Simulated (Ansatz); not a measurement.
Consider O vacancy in rutile SnO2, charge state +2. Calculation: PBE, PAW (plane waves to 420 eV; Ansatz, a quantum-chemistry and plane-wave program).

Settings: 72 host sites, the relaxed PBE lattice, one k-point at (0.250, 0.250, 0.250), smearing 0.01 eV, spin-restricted, no image-charge correction. No zero-point or tunnelling terms. The charge state is imposed; whether it is stable for some Fermi level was not computed. Forms of the defect that were not tried may lie lower.

Barriers: single points on a 2×2×2 k-point mesh shifted by half a step at the bands' geometries.

Relaxed starting cell (atoms counted from 1):

```yaml
crystal:
  lattice:
    - [9.65485, 0.00000, 0.00000]
    - [0.00000, 9.65485, 0.00000]
    - [0.00000, 0.00000, 9.71526]
  atoms:
    - { symbol: Sn, position: [0.98194, 0.98244, 0.00054] }
    - { symbol: Sn, position: [0.00113, 0.00163, 0.33287] }
    - { symbol: Sn, position: [0.00105, 0.00157, 0.66826] }
    - { symbol: Sn, position: [0.99848, 0.49995, 0.00059] }
    - { symbol: Sn, position: [0.99821, 0.49935, 0.33437] }
    - { symbol: Sn, position: [0.99813, 0.49935, 0.66682] }
    - { symbol: Sn, position: [0.49944, 0.99899, 0.00059] }
    - { symbol: Sn, position: [0.49883, 0.99871, 0.33437] }
    - { symbol: Sn, position: [0.49883, 0.99864, 0.66682] }
    - { symbol: Sn, position: [0.49971, 0.50021, 0.00065] }
    - { symbol: Sn, position: [0.50337, 0.50387, 0.33607] }
    - { symbol: Sn, position: [0.50333, 0.50383, 0.66521] }
    - { symbol: Sn, position: [0.26239, 0.26289, 0.18186] }
    - { symbol: Sn, position: [0.24751, 0.24801, 0.50064] }
    - { symbol: Sn, position: [0.26231, 0.26281, 0.81943] }
    - { symbol: Sn, position: [0.25017, 0.74931, 0.16677] }
    - { symbol: Sn, position: [0.24845, 0.74941, 0.50061] }
    - { symbol: Sn, position: [0.25016, 0.74926, 0.83443] }
    - { symbol: Sn, position: [0.74881, 0.25068, 0.16675] }
    - { symbol: Sn, position: [0.74890, 0.24895, 0.50060] }
    - { symbol: Sn, position: [0.74876, 0.25066, 0.83441] }
    - { symbol: Sn, position: [0.74498, 0.74549, 0.16933] }
    - { symbol: Sn, position: [0.75456, 0.75507, 0.50058] }
    - { symbol: Sn, position: [0.74497, 0.74548, 0.83186] }
    - { symbol: O, position: [0.15500, 0.15554, 0.33160] }
    - { symbol: O, position: [0.15495, 0.15552, 0.66965] }
    - { symbol: O, position: [0.15027, 0.65427, 0.00061] }
    - { symbol: O, position: [0.15089, 0.65381, 0.33236] }
    - { symbol: O, position: [0.15096, 0.65365, 0.66882] }
    - { symbol: O, position: [0.65371, 0.15083, 0.00059] }
    - { symbol: O, position: [0.65328, 0.15142, 0.33235] }
    - { symbol: O, position: [0.65309, 0.15151, 0.66880] }
    - { symbol: O, position: [0.65040, 0.65097, 0.00063] }
    - { symbol: O, position: [0.65424, 0.65478, 0.33632] }
    - { symbol: O, position: [0.65422, 0.65476, 0.66485] }
    - { symbol: O, position: [0.09623, 0.39607, 0.16480] }
    - { symbol: O, position: [0.09580, 0.40261, 0.50061] }
    - { symbol: O, position: [0.09616, 0.39602, 0.83640] }
    - { symbol: O, position: [0.10159, 0.91189, 0.16145] }
    - { symbol: O, position: [0.09750, 0.90594, 0.50058] }
    - { symbol: O, position: [0.10133, 0.91161, 0.83966] }
    - { symbol: O, position: [0.59028, 0.39965, 0.16706] }
    - { symbol: O, position: [0.59981, 0.40538, 0.50062] }
    - { symbol: O, position: [0.59028, 0.39968, 0.83420] }
    - { symbol: O, position: [0.59438, 0.90319, 0.16750] }
    - { symbol: O, position: [0.59747, 0.90361, 0.50058] }
    - { symbol: O, position: [0.59444, 0.90318, 0.83370] }
    - { symbol: O, position: [0.39551, 0.09667, 0.16480] }
    - { symbol: O, position: [0.40203, 0.09623, 0.50061] }
    - { symbol: O, position: [0.39544, 0.09659, 0.83640] }
    - { symbol: O, position: [0.39909, 0.59072, 0.16706] }
    - { symbol: O, position: [0.40483, 0.60025, 0.50062] }
    - { symbol: O, position: [0.39912, 0.59072, 0.83421] }
    - { symbol: O, position: [0.91134, 0.10205, 0.16144] }
    - { symbol: O, position: [0.90538, 0.09795, 0.50057] }
    - { symbol: O, position: [0.91100, 0.10176, 0.83965] }
    - { symbol: O, position: [0.90266, 0.59487, 0.16751] }
    - { symbol: O, position: [0.90307, 0.59794, 0.50058] }
    - { symbol: O, position: [0.90264, 0.59491, 0.83369] }
    - { symbol: O, position: [0.33642, 0.33688, 0.00061] }
    - { symbol: O, position: [0.35101, 0.35148, 0.34379] }
    - { symbol: O, position: [0.35099, 0.35145, 0.65757] }
    - { symbol: O, position: [0.34853, 0.84392, 0.00059] }
    - { symbol: O, position: [0.34505, 0.84642, 0.33314] }
    - { symbol: O, position: [0.34500, 0.84641, 0.66809] }
    - { symbol: O, position: [0.84347, 0.34900, 0.00058] }
    - { symbol: O, position: [0.84597, 0.34551, 0.33312] }
    - { symbol: O, position: [0.84597, 0.34546, 0.66807] }
    - { symbol: O, position: [0.83745, 0.83789, 0.00060] }
    - { symbol: O, position: [0.84807, 0.84855, 0.32975] }
    - { symbol: O, position: [0.84804, 0.84850, 0.67136] }
```
Cell charge +2.

End state 1 differs by these moves (Å; atoms that move under 0.08 Å are left out):

```json
[
 {"atom": "1", "element": "Sn", "Δx": "0.16", "Δy": "0.16", "Δz": "0.01"},
 {"atom": "4", "element": "Sn", "Δx": "-0.12", "Δy": "0.12", "Δz": "-0.14"},
 {"atom": "5", "element": "Sn", "Δx": "-0.12", "Δy": "0.13", "Δz": "0.14"},
 {"atom": "13", "element": "Sn", "Δx": "0.04", "Δy": "-0.29", "Δz": "-0.14"},
 {"atom": "15", "element": "Sn", "Δx": "-0.15", "Δy": "-0.11", "Δz": "0.15"},
 {"atom": "23", "element": "Sn", "Δx": "-0.09", "Δy": "-0.01", "Δz": "0.02"},
 {"atom": "25", "element": "O", "Δx": "-0.08", "Δy": "0.06", "Δz": "-0.03"},
 {"atom": "27", "element": "O", "Δx": "0.02", "Δy": "-0.08", "Δz": "0.02"},
 {"atom": "36", "element": "O", "Δx": "0.49", "Δy": "-2.26", "Δz": "-1.54"},
 {"atom": "38", "element": "O", "Δx": "-0.03", "Δy": "0.09", "Δz": "0.00"},
 {"atom": "39", "element": "O", "Δx": "-0.03", "Δy": "-0.07", "Δz": "0.06"},
 {"atom": "41", "element": "O", "Δx": "-0.04", "Δy": "-0.08", "Δz": "-0.04"},
 {"atom": "48", "element": "O", "Δx": "0.15", "Δy": "-0.09", "Δz": "0.02"},
 {"atom": "51", "element": "O", "Δx": "0.06", "Δy": "0.08", "Δz": "0.00"},
 {"atom": "54", "element": "O", "Δx": "-0.11", "Δy": "-0.08", "Δz": "0.06"},
 {"atom": "56", "element": "O", "Δx": "-0.07", "Δy": "-0.05", "Δz": "-0.05"},
 {"atom": "57", "element": "O", "Δx": "0.09", "Δy": "-0.08", "Δz": "0.00"},
 {"atom": "58", "element": "O", "Δx": "-0.06", "Δy": "0.03", "Δz": "0.10"},
 {"atom": "59", "element": "O", "Δx": "-0.05", "Δy": "0.06", "Δz": "-0.09"},
 {"atom": "60", "element": "O", "Δx": "0.01", "Δy": "0.14", "Δz": "0.06"},
 {"atom": "61", "element": "O", "Δx": "-0.14", "Δy": "0.00", "Δz": "-0.15"},
 {"atom": "62", "element": "O", "Δx": "-0.08", "Δy": "-0.03", "Δz": "0.09"},
 {"atom": "66", "element": "O", "Δx": "0.09", "Δy": "-0.02", "Δz": "0.02"},
 {"atom": "69", "element": "O", "Δx": "0.11", "Δy": "0.03", "Δz": "0.00"},
 {"atom": "70", "element": "O", "Δx": "0.01", "Δy": "-0.08", "Δz": "0.04"}
]
```

**Question.** Estimate the forward and backward barriers to end state 1 that PBE, PAW returns for this input.

**Answer.** forward 1.24 eV, backward 1.24 eV; at the saddle point atom 36 has neighbours Sn at 1.99, Sn at 2.26 Å. The saddle point's order was not checked.

End state 2 differs by these moves (Å; atoms that move under 0.08 Å are left out):

| atom | element | Δx | Δy | Δz |
|---|---|---|---|---|
| 1 | Sn | 0.17 | 0.17 | 0.00 |
| 10 | Sn | 0.17 | 0.17 | 0.00 |
| 13 | Sn | -0.25 | -0.25 | 0.00 |
| 15 | Sn | -0.25 | -0.25 | 0.00 |
| 22 | Sn | 0.09 | 0.09 | 0.00 |
| 23 | Sn | -0.10 | -0.10 | 0.00 |
| 24 | Sn | 0.09 | 0.09 | 0.00 |
| 25 | O | -0.07 | -0.07 | 0.12 |
| 26 | O | -0.07 | -0.07 | -0.12 |
| 33 | O | 0.11 | 0.11 | 0.00 |
| 36 | O | 0.07 | 0.07 | 0.00 |
| 38 | O | 0.07 | 0.07 | 0.00 |
| 48 | O | 0.07 | 0.07 | 0.00 |
| 50 | O | 0.07 | 0.07 | 0.00 |
| 60 | O | -1.68 | -1.68 | 0.00 |
| 61 | O | -0.07 | -0.07 | -0.12 |
| 62 | O | -0.07 | -0.07 | 0.12 |
| 69 | O | 0.11 | 0.11 | 0.00 |

**Question.** What is the computed forward and backward barriers to end state 2 (PBE, PAW)?

**Answer.** forward 1.09 eV, backward 1.09 eV; at the saddle point atom 60 has neighbours 2 Sn at 1.87 Å. The saddle point's order was not checked, and it lies on a symmetry element of the cell, where a band can be held.

End state 3 differs by these moves (Å; atoms that move under 0.08 Å are left out):

| atom | element | Δx | Δy | Δz |
|---|---|---|---|---|
| 1 | Sn | 0.18 | 0.18 | 0.01 |
| 2 | Sn | -0.19 | -0.19 | 0.01 |
| 13 | Sn | 0.00 | 0.00 | -0.28 |
| 14 | Sn | 0.14 | 0.14 | 0.14 |
| 15 | Sn | -0.14 | -0.14 | 0.14 |
| 23 | Sn | -0.09 | -0.09 | 0.02 |
| 24 | Sn | 0.09 | 0.09 | 0.02 |
| 25 | O | 0.00 | 0.00 | -3.19 |
| 39 | O | 0.00 | 0.00 | 0.11 |
| 40 | O | 0.04 | 0.06 | -0.05 |
| 41 | O | -0.04 | -0.06 | -0.05 |
| 43 | O | -0.09 | -0.06 | 0.00 |
| 44 | O | 0.09 | 0.05 | 0.00 |
| 52 | O | -0.05 | -0.09 | 0.00 |
| 53 | O | 0.06 | 0.09 | 0.00 |
| 54 | O | 0.00 | 0.00 | 0.11 |
| 55 | O | 0.06 | 0.04 | -0.05 |
| 56 | O | -0.05 | -0.04 | -0.05 |
| 60 | O | 0.14 | 0.14 | -0.09 |
| 61 | O | -0.14 | -0.14 | -0.09 |
| 62 | O | 0.00 | 0.00 | 0.19 |
| 69 | O | 0.10 | 0.10 | 0.04 |
| 70 | O | -0.10 | -0.10 | 0.04 |

**Question.** What is the computed forward and backward barriers to end state 3 (PBE, PAW)?

**Answer.** forward 2.28 eV, backward 2.28 eV; at the saddle point atom 25 has neighbours 2 O at 2.50; Sn at 1.96, 2 Sn at 2.31 Å. The saddle point's order was not checked, and it lies on a symmetry element of the cell, where a band can be held.
